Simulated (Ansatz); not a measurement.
Hg (R-3m, No. 166, 1 atom in the cell), treated with PBE (plane waves, PAW; Ansatz, a quantum-chemistry and plane-wave program).

Settings: plane-wave cutoff 520 eV, 20×20×20 k mesh, Fermi–Dirac smearing 0.05 eV, scalar-relativistic PAW data made under PBE.

Cell (relaxed at this level):

```yaml
crystal:
  lattice:
    - [2.27726, -2.09136, -0.30046]
    - [2.27726, 2.09136, -0.30046]
    - [0.79256, 0.00000, 3.00363]
  atoms:
    - { symbol: Hg, position: [0.00000, 0.00000, 0.00000] }
```

**Question.** Give the computed bulk modulus.

**Answer.** 
* **bulk modulus**: 12.5 GPa

The run finds no gap.

Note: the relaxation could not lower the start's symmetry, so the cell can be a saddle point above a distorted one; the bulk modulus comes from volumes at which shape and atoms were relaxed.

Spin–orbit coupling is not included; it can shift volumes and moduli of such heavy elements.

Computed values are for the static lattice.
